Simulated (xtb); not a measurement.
xtb 6.7.1, GFN2-xTB: Ba(F)(k2OAc)(dme) (CC1[O][Ba]2([F])(<-[O]=1)<-[O](C)CC[O]->2C), 25 atoms. The geometry is a generated start, not checked to be a minimum at this level.

```json
{
  "run_flags": "--grad",
  "method": "GFN2-xTB",
  "--acc": "1 (default)",
  "--etemp (K)": "300 (default)",
  "basis_functions": "67",
  "valence_electrons": "70"
}
```

```xyz
25

Ba     0.7454     0.0707     0.6408
F      1.7560     1.1682    -0.7249
C      0.9897    -2.0988     4.0461
C      1.0653    -1.2565     2.7791
O      1.3356    -1.8355     1.7110
O      0.8443    -0.0376     2.8855
H      0.2026    -1.7189     4.6884
H      0.8205    -3.1392     3.7912
H      1.9400    -2.0047     4.5645
C      0.7606    -1.4328    -2.2820
O     -0.2837    -0.8397    -1.5360
C     -0.7898     0.3091    -2.1820
C     -1.8607     0.9216    -1.2881
O     -1.3358     1.5003    -0.1145
C     -0.8664     2.8259    -0.3022
H      1.0852    -2.3135    -1.7301
H      1.5985    -0.7362    -2.3841
H      0.4024    -1.7298    -3.2753
H     -1.2328     0.0314    -3.1503
H      0.0217     1.0258    -2.3420
H     -2.5295     0.1185    -0.9582
H     -2.4373     1.6660    -1.8523
H      0.0118     2.8531    -0.9482
H     -0.5839     3.1955     0.6825
H     -1.6598     3.4571    -0.7190
```

One run each on 1 thread. Values of broydamp tried: 0.02, 0.05, 0.1, 0.2, 0.4 (default), 0.6, 0.8, 1.

Q: Which value of broydamp needs the fewest SCC iterations, and what happens away from it?

A: Fewest SCC iterations: 0.4 (default) with 14. The count rises to 27 at 0.02. All converge to one solution.

```tsv
broydamp	SCC iterations	end
0.02	27	same solution
0.05	22	same solution
0.1	19	same solution
0.2	17	same solution
0.4 (default)	14	same solution
0.6	16	same solution
0.8	18	same solution
1	26	same solution
```
